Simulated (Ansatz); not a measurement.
The starting structures come from a database of crystals and need not be the phases stable at ambient conditions.

## Evanescent states of RbCl (Pm-3m, CsCl type, not sure to be the ambient phase, 2 atoms a cell, 30.5 Å³ an atom) along the normal of (001)

All values below come from PBEsol (plane waves, PAW; Ansatz, a first-principles code).

The gap is the functional's own. No spin-orbit coupling. Mid-gap values are interpolated on the energy grid.

Energies count from the valence-band top; κ is the least over a 8×8 mesh across the current.

| E (eV) | κ (1/Å) | where |
|---|---|---|
| 0.11 | 0.131 | off Γ |
| 0.33 | 0.216 | Γ |
| 0.55 | 0.255 | Γ |
| 0.77 | 0.283 | Γ |
| 0.99 | 0.305 | Γ |
| 1.21 | (withheld) | Γ |
| 1.43 | (withheld) | Γ |
| 1.65 | (withheld) | Γ |
| 1.87 | (withheld) | Γ |
| 2.09 | (withheld) | Γ |
| 2.31 | (withheld) | Γ |
| 2.53 | (withheld) | Γ |
| 2.75 | (withheld) | Γ |
| 2.97 | (withheld) | Γ |
| 3.19 | (withheld) | Γ |
| 3.41 | (withheld) | Γ |
| 3.63 | (withheld) | Γ |
| 3.85 | 0.267 | Γ |
| 4.07 | 0.240 | Γ |
| 4.29 | 0.204 | Γ |
| 4.51 | 0.154 | Γ |
| 4.73 | 0.064 | Γ |

Question: Fill in the missing entries.

Answer: 
- 1.21, κ (1/Å): 0.321
- 1.43, κ (1/Å): 0.332
- 1.65, κ (1/Å): 0.341
- 1.87, κ (1/Å): 0.346
- 2.09, κ (1/Å): 0.348
- 2.31, κ (1/Å): 0.348
- 2.53, κ (1/Å): 0.345
- 2.75, κ (1/Å): 0.340
- 2.97, κ (1/Å): 0.332
- 3.19, κ (1/Å): 0.321
- 3.41, κ (1/Å): 0.307
- 3.63, κ (1/Å): 0.290
